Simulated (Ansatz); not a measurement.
Abridged Ansatz (an electronic-structure program) output:

```
Pseudopotential: Pt, paw, valence charge 18
Crystal: 1 atoms, lattice volume = 15.294 Å³
Basis set: ecut = 500 eV, 387 PW (Γ), exchange–correlation on 96×96×96 points (64 copies of the dense FFT grid, shifted against one another)
Bands: 13, of which v1, the nominal top of the filled ones, is band 9 counted from 1 (8 counted from 0)
Symmetry: 48 space group operations
k-points: 256 of 8000
Functional: x = r2scan, c = r2scan; τ floored in thin density (d = 2e-4 eV/Å³)
SCF iter   1: F=—  HF=-12536.790934 eV  |F-HF|=—  |Δ(HF+E_count)|=         —  Δρ=1.39e-2  dr2=2.27e-2  dr2_τ=1.11e-2  ethr=1.77e-3  ⟨swp⟩=5.4  Hψ=18104  notcnv=0
SCF iter   2: F=—  HF=-12536.795062 eV  |F-HF|=—  |Δ(HF+E_count)|=   4.13e-3  Δρ=6.58e-3  dr2=4.24e-3  dr2_τ=6.70e-4  ethr=1.26e-4  ⟨swp⟩=2.0  Hψ=6331  notcnv=0
SCF 1 converged in 7 iterations: F = -12536.795523 eV  dr2 = 2.56e-11
SCF converged after 7 iterations
Free energy (F): -12536.795523 eV
Internal energy: -12536.782000 eV  (E = F + TS)
E sigma→0 (E₀):  -12536.788761 eV
Entropy (-TS):   -0.013522 eV (-13.522 meV/atom)
Fermi energy:    22.703789 eV
--- Forces (eV/Å), atoms counted from 1 ---
  atom   1  Pt    -0.00000000    -0.00000000     0.00000000
--- Stress (GPa, compression-positive) ---
       -0.000356      -0.000000       0.000000
       -0.000000      -0.000356      -0.000000
       -0.000000      -0.000000      -0.000356
  P = ⅓ Tr σ = -0.0004 GPa (-0.004 kbar)
```

**Question.** What was computed, and what are the main results?

**Answer.** Pt, 1 atom in the cell, with r2SCAN, PAW, 500 eV (Ansatz; without spin-orbit coupling). The last SCF converged to F = -12536.795523 eV, or -12536.7955 eV per atom, at a pressure of 0.00 GPa. The total energy compares only with runs of the same code, potentials and settings.

No phonon test of stability was made. The final runs are not spin-polarised. The cell is Pt in the fcc (Cu type) structure (space group Fm-3m, No. 225).
